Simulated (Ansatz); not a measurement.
# PBE against r2SCAN: InAs, Tl on a In site

Base system: a 16-atom supercell of InAs in the zinc blende structure (space group F-43m, No. 216; a = 6.186 Å) at its relaxed geometry.

(Cell as relaxed with PBE.)

Levels (all Ansatz, a first-principles code, PAW): PBE (420 eV, spin-orbit coupling left out); r2SCAN (500 eV, no spin-orbit coupling).

Each level relaxes its own structure.

Perturbation: a neutral Tl on a In site, atoms relaxed at fixed cell, starting from a slightly rattled geometry.

```tsv
quantity	PBE	r2SCAN
pressure	0.5 GPa	0.6 GPa
largest displacement of a host atom from its site in the perfect cell	0.04 Å	0.04 Å
```

The two agree on the largest displacement of a host atom from its site in the perfect cell. Neither level is exact; r2SCAN is the comparison here, not a measurement.

The cell is small, so the values are those of an ordered compound at a high defect concentration; dilute-limit values will differ. All final runs are without spin polarisation.
